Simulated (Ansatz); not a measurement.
Response to strain in PtSe2

Start from PtSe2 in the CdI2 type structure (space group P-3m1, No. 164; a = 3.7722 Å, c = 4.8212 Å; layered; relaxed with 0.1 eV smearing). Axes: x lies along a and z along c of the hexagonal cell.

Strains are applied to the cell and any free atomic positions relax.

The values are results of Kohn–Sham DFT with the PBE-D3(BJ) functional, run in Ansatz (a quantum-chemistry and plane-wave program) with PAW and 420 eV plane waves, scalar-relativistic without spin-orbit coupling, not measurements.

Notes on the quantities. energy relative to the base: free energy F; pressure: mean of the normal stresses, compression positive.

```tsv
change	energy relative to the base	pressure	shortest interatomic distance
base	0 meV/atom	0.0 GPa	2.526 Å
uniaxial strain ε_zz = −2.50 %	+2.7 meV/atom	1.4 GPa	2.521 Å
uniaxial strain ε_zz = −2.00 %	+1.7 meV/atom	1.1 GPa	2.522 Å
uniaxial strain ε_zz = −1.00 %	+0.4 meV/atom	0.5 GPa	2.524 Å
uniaxial strain ε_zz = +0.50 %	+0.1 meV/atom	-0.2 GPa	2.527 Å
uniaxial strain ε_zz = +1.00 %	+0.4 meV/atom	-0.5 GPa	2.528 Å
uniaxial strain ε_zz = +1.50 %	___	-0.7 GPa	2.529 Å
uniaxial strain ε_zz = +2.00 %	+1.4 meV/atom	-0.9 GPa	2.529 Å
uniaxial strain ε_zz = +2.50 %	+2.1 meV/atom	___	2.530 Å
uniaxial strain ε_zz = +3.00 %	+3.0 meV/atom	-1.2 GPa	2.531 Å
```

Task: What belongs in the blanks?

Result: 
- uniaxial strain ε_zz = +1.50 %, energy relative to the base: +0.8 meV/atom
- uniaxial strain ε_zz = +2.50 %, pressure: -1.0 GPa

Stability against distortions was not tested. All final runs are without spin polarisation.
